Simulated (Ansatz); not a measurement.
Band structure of TiRu (Pm-3m, 2 atoms in the cell).

```
TiRu
1.0
    3.07000     0.00000     0.00000
    0.00000     3.07000     0.00000
    0.00000     0.00000     3.07000
Ti Ru
1 1
Direct
  0.50000   0.50000   0.50000
  0.00000   0.00000   0.00000
```

Method: PBEsol, default PAW files made with PBE (plane waves; Ansatz, a program for electronic structure).

Settings: basis.ecutwfc = 420 eV; kpoints.mp_grid.grid = 14 14 14; hamiltonian.xc = pbesol; hamiltonian.pseudopotentials = {kind: paw} (the program's default PAW files); scf.occupations.method = fermi_dirac; scf.occupations.width = 0.05 eV; kpoints.band_path.npoints = 10.

The starting cell comes from a database of published, mostly measured structures (it also holds non-ambient and calculated ones), without a prior relaxation at this level. Spin polarisation is off.

Levels in eV from the Fermi level, bands 11 to 17:
```tsv
point	11	12	13	14	15	16	17
Γ	-4.96	-1.50	-1.50	-1.50	1.49	1.49	3.23
X	-3.19	-1.75	-1.75	-0.94	-0.55	0.64	0.64
M	-3.09	-3.09	0.46	0.91	1.25	1.25	1.85
R	-3.46	-1.46	-1.46	-1.46	0.54	0.54	2.89
```

Bands cross the Fermi level along this path, so the cell is metallic at this level.

Keys are those of Ansatz 0.2.
